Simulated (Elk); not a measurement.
Input and output of a self-consistent single point for TePd3 (I4/mmm, 4 atoms in the cell) (Elk).

Method: LDA (PW92), spin-orbit coupling in second variation, all-electron FP-LAPW, Elk's shipped species files, APW+lo basis with extra local orbitals (Elk).

```yaml
crystal:
  lattice:
    - [-2.20553, 2.20553, 3.26346]
    - [2.20553, -2.20553, 3.26346]
    - [2.20553, 2.20553, -3.26346]
  atoms:
    - { symbol: Te, position: [0.00000, 0.00000, 0.00000] }
    - { symbol: Pd, position: [0.75000, 0.25000, 0.50000] }
    - { symbol: Pd, position: [0.25000, 0.75000, 0.50000] }
    - { symbol: Pd, position: [0.50000, 0.50000, 0.00000] }
```

Reference input (self-consistent single point, DFT, LDA (PW92), all-electron FP-LAPW, Elk's shipped species files, APW+lo basis with extra local orbitals): xctype = 3; rgkmax = 7.5; stype = 0; swidth = 0.00734986 Ha; ngridk = 9 9 9; tforce = true; gmaxvr = 18 1/bohr; lmaxapw = 10; lmaxo = 8; nxlo = 2; lorbcnd = true; lradstp = 2. This run's input differs from it in these lines:

```diff
@@ -5,2 +5,5 @@
   3
+
+spinorb
+  .true.
 
@@ -39,2 +42,5 @@
 
+nempty
+  10
+
 stype
```

The program printed (abridged):

```
│ Self-consistent loop started │
│ Loop number : 1 │
 total energy                :     -21903.2809598
 total moment                :  -0.3300019026E-20  0.3270282847E-21  0.4432584426E-23
│ Loop number : 2 │
 total energy                :     -21904.6303477
 total moment                :  -0.3252138791E-20 -0.9494498523E-21 -0.1372495294E-22
RMS change in Kohn-Sham potential (target) :   0.1163837006     (  0.1000000000E-05)
Absolute change in total energy (target)   :    1.349387875     (  0.1000000000E-03)
│ Loop number : 3 │
 total energy                :     -21916.2070261
   [... lines left out ...]
 total energy                :     -21918.3451161
 total moment                :  -0.3716832120E-21  0.2157837971E-21 -0.4919093609E-22
RMS change in Kohn-Sham potential (target) :   0.4389981712E-07 (  0.1000000000E-05)
Absolute change in total energy (target)   :   0.2014229431E-03 (  0.1000000000E-03)
│ Loop number : 17 │
 total energy                :     -21918.3451294
 total moment                :   0.5285453449E-22 -0.1913367707E-21  0.6012523436E-23
RMS change in Kohn-Sham potential (target) :   0.5188249232E-08 (  0.1000000000E-05)
Absolute change in total energy (target)   :   0.6363545617E-04 (  0.1000000000E-03)
Convergence targets achieved

│ Loop number : 18 │

Energies :
 Fermi                       :     0.387945806441
 xc effective B-field        :    -0.184359804508E-09
 external B-field            :      0.00000000000
 total energy                :     -21918.3451334
 (external B-field energy excluded from total)

Density of states at Fermi energy :    41.07880226
 (states/Hartree/unit cell)

Estimated indirect band gap :   0.2045905121E-02
 from k-point     65 to k-point     73
Estimated direct band gap   :   0.3820286243E-02
 at k-point     23

Charges :
 core                        :    120.0000000
 valence                     :    70.00000000
 interstitial                :    6.114757646
 muffin-tins (core leakage)
  species :    1 (Te)
   atom    1                 :    49.49395480     (  0.9746423702E-03)
  species :    2 (Pd)
   [... lines left out ...]
 total moment                :  -0.2698172623E-20 -0.3571267971E-21  0.3946293286E-22
   [... lines left out ...]
   total force               :     0.00000000   -0.00000000   -0.00000000
   total magnitude           :     0.00000000
  atom :    3
   Hellmann-Feynman          :     0.00000000    0.00000000   -0.00000000
   IBS                       :     0.00000000    0.00000000    0.00000000
   total force               :     0.00000000    0.00000000   -0.00000000
   total magnitude           :     0.00000000
```

The run converged in 18 iterations. The count includes the last loop, which Elk runs after its targets are met. 

The starting cell comes from a database of computed structures (which also holds hypothetical and non-ambient phases and stackings), without a prior relaxation at this level. Its lattice was rescaled by a random factor within 2.5 % of one. Values depend on the basis (sphere radii, cutoffs, local orbitals), which need not be converged. The log's line on a gap gives a spacing of levels on this mesh, which the program prints for metals too.

These are the values that this program gave, and no reference: the basis lacks p1/2 orbitals, which heavy p elements need under spin-orbit coupling.

Cost on one core of a shared machine: roughly 10 min.
